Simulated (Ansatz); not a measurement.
Functionals compared on a constructed model of the (111) surface of fcc Ag, a pseudomorphic layer of Ir in the host's stacking (bottom of the slab: a bare face, its two planes held), in Ansatz (plane waves, PAW). The structure was relaxed with PBE; the other rows are single points on it. Cutoff 420 eV (500 eV for r2SCAN).

Slab: 7 atoms, 14.4 Å thick at the start with caps and adatoms; k 15x15x1, smearing 0.1 eV, dipole-corrected; 2 atoms held, the rest relaxed; held to the start's symmetry, so lower structures may exist; no spin, no spin-orbit, no U. In PBE it is, or lies within 0.01 eV a 1x1 cell of, the lowest of the 2 structures of its composition computed so far; subsurface sites and larger cells were not tried. These notes are the PBE run's.

```json
[
 {"functional": "PBE", "work function of the top face (eV)": "5.82", "rough cost of the single point": "–"},
 {"functional": "RPBE", "work function of the top face (eV)": "5.67", "rough cost of the single point": "around 14 core-seconds (rough)"},
 {"functional": "r2SCAN", "work function of the top face (eV)": "5.91", "rough cost of the single point": "very roughly 28 core-seconds"}
]
```

Ansatz is a quantum-chemistry and plane-wave program.
